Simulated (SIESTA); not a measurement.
Input and output of a relaxation of cell and atoms for LiCuPO4 (P1, 7 atoms in the cell) (SIESTA).

Method of the run: LDA PW92, numerical atomic orbitals DZP, PseudoDojo LDA standard norm-conserving potentials (rewritten from UPF to PSML) run with SIESTA.

```
CELL_PARAMETERS angstrom
     -2.48753     2.48753     3.41432
      2.48753    -2.48753     3.41432
      2.48753     2.48753    -3.41432
ATOMIC_POSITIONS crystal
  Li 0.49762 0.50280 0.00230
  Cu 0.99465 0.99863 0.99595
  P  0.75250 0.25302 0.50497
  O  0.06197 0.56212 0.86273
  O  0.43893 0.30087 0.49510
  O  0.69700 0.19165 0.13064
  O  0.80733 0.94090 0.50831
```
Moments meant for the start (each program seeds them in its own way; μB, in the order of the atoms Li Cu P O O O O): 0.0 1.0 0.0 0.0 0.0 0.0 0.0.

Reference input (self-consistent single point, DFT, LDA PW92, numerical atomic orbitals DZP, PseudoDojo LDA standard norm-conserving potentials (rewritten from UPF to PSML)): XC.functional = LDA; XC.authors = PW92; potentials = PseudoDojo LDA standard; PAO.BasisSize = DZP; PAO.EnergyShift = 0.01 Ry; MeshCutoff = 400 Ry; kgrid.MonkhorstPack = 3 3 4; OccupationFunction = FD; ElectronicTemperature = 0.05 eV; Spin = polarized; DM.InitSpin = [1 +0.00, 2 +1.00, 3 +0.00, 4 +0.00, 5 +0.00, 6 +0.00, 7 +0.00]; PAO.Polarization.NonPerturbative = true. This run's input differs from it in these lines:

```diff
@@ -59,2 +59,7 @@
 Diag.ParallelOverK           true
+MD.TypeOfRun                 CG
+MD.Steps                     40
+MD.MaxForceTol               0.02 eV/Ang
+MD.VariableCell              true
+MD.MaxStressTol              0.05 GPa
 WriteForces                  true
```

The program printed (abridged):

```
        iscf     Eharris(eV)        E_KS(eV)     FreeEng(eV)     dDmax    Ef(eV) dHmax(eV)
   scf:    1    -6393.478317    -7027.776933    -7027.830948  1.003520  0.910373122.270086
     spin moment: {S} , |S| = {        0.0        0.0    0.98358 }     0.98358
   scf:    2    -7389.118310    -7331.614560    -7331.654219  1.226437 -6.465186  4.470357
     spin moment: {S} , |S| = {        0.0        0.0    0.62486 }     0.62486
   scf:    3    -7333.730008    -7332.751638    -7332.787335  0.017658 -6.626654  3.673684
     spin moment: {S} , |S| = {        0.0        0.0    0.67654 }     0.67654
   [... lines left out ...]
     spin moment: {S} , |S| = {        0.0        0.0    0.99600 }     0.99600
   scf:   16    -7334.017285    -7334.017289    -7334.027315  0.000019 -6.730790  0.000827
     spin moment: {S} , |S| = {        0.0        0.0    0.99600 }     0.99600
   scf:   17    -7334.017279    -7334.017284    -7334.027315  0.000033 -6.730885  0.000414
     spin moment: {S} , |S| = {        0.0        0.0    0.99597 }     0.99597
   scf:   18    -7334.017285    -7334.017284    -7334.027315  0.000010 -6.730848  0.000328
     spin moment: {S} , |S| = {        0.0        0.0    0.99597 }     0.99597
SCF Convergence by DM+H criterion
max |DM_out - DM_in|         :     0.0000096771
max |H_out - H_in|      (eV) :     0.0003284180
SCF cycle converged after 18 iterations

Using DM_out to compute the final energy and forces

siesta: E_KS(eV) =            -7334.0173

siesta: E_KS - E_eggbox =     -7334.0173

siesta: Atomic forces (eV/Ang):
     1   -0.065203    0.042821    0.024503
   [... lines left out ...]
siesta: Pressure (static):        -50.19870483  kBar
siesta: Pressure (total):        -50.19870483  kBar
No target stress found, assuming hydrostatic MD.TargetPressure.
Target stress (kBar)
outcell: Cell volume (Ang**3)        :     73.6191
        iscf     Eharris(eV)        E_KS(eV)     FreeEng(eV)     dDmax    Ef(eV) dHmax(eV)
siesta: Pressure (static):         -3.01739668  kBar
siesta: Pressure (total):         -3.01739668  kBar
outcell: Cell volume (Ang**3)        :     73.6191
siesta: FreeEng =     -7334.424290
   [... lines left out ...]
   5  3.009   0.719   0.092   0.629   0.652   0.662   0.089   0.083   0.066
              0.006  -0.000   0.005   0.001   0.006
   6  3.007   0.719   0.092   0.657   0.653   0.628   0.069   0.083   0.089
              0.006   0.001   0.005  -0.000   0.006
   7  3.008   0.716   0.093   0.628   0.646   0.659   0.090   0.087   0.072
              0.006  -0.000   0.005   0.000   0.006

mulliken: Qtot =       25.010

Mulliken Atomic Populations:
Atom #   charge [q] valence [e]      Sz [e]  Species
     1     0.150565    2.849435   -0.001951  Li
     2     0.866143   18.133857    0.559901  Cu
     3    -0.511944    5.511944   -0.013114  P
     4    -0.126425    6.126425    0.106007  O
     5    -0.129929    6.129929    0.111115  O
     6    -0.124824    6.124824    0.111713  O
     7    -0.123586    6.123586    0.106919  O
 Total    -0.000000                0.980590
```

The relaxation ended unconverged. 

The starting cell comes from a database of computed structures (which also holds hypothetical and non-ambient phases and stackings), without a prior relaxation at this level. Its atoms were displaced at random from the sites of space group no. 82. Values carry the incompleteness of an atom-centred basis.

Cost on one core of a shared machine: roughly 10 min.
